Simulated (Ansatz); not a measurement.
For HfO₂ (model structure, started from the CdI2 type, P-3m1, No. 164, 3 atoms in the cell), PBEsol (Ansatz, a program for electronic structure, plane waves, PAW) gives:

| Property | Value |
|---|---|
| equilibrium lattice constant a | 3.219 Å |
| c axis length | 5.185 Å |
| formation enthalpy | -3.290 eV/atom |

Question: What does PBE-D3(BJ) (PAW; Ansatz) give for the same quantities?

Answer: 
- lattice constant a: 3.240 Å (goes up by 0.7 %)
- lattice parameter c: 4.666 Å (shrinks by 10 %)
- formation enthalpy: -3.248 eV/atom (moves by +0.042 eV/atom)

Changes are worked out from the printed values.

Unless a cell is named, each level is at its own relaxed cell (PBEsol 15.51, PBE-D3(BJ) 14.13 Å³/atom).

Levels without +SOC leave out spin–orbit coupling, which shifts energies and cells of such heavy elements.

Ansatz's density-functional and Hartree–Fock values are scalar-relativistic unless marked +SOC, with PAW data made under PBE.

A model structure was made by putting elements into a prototype or built by hand; it is no filed structure, need not be a known phase, and can be a saddle point held by its symmetry.
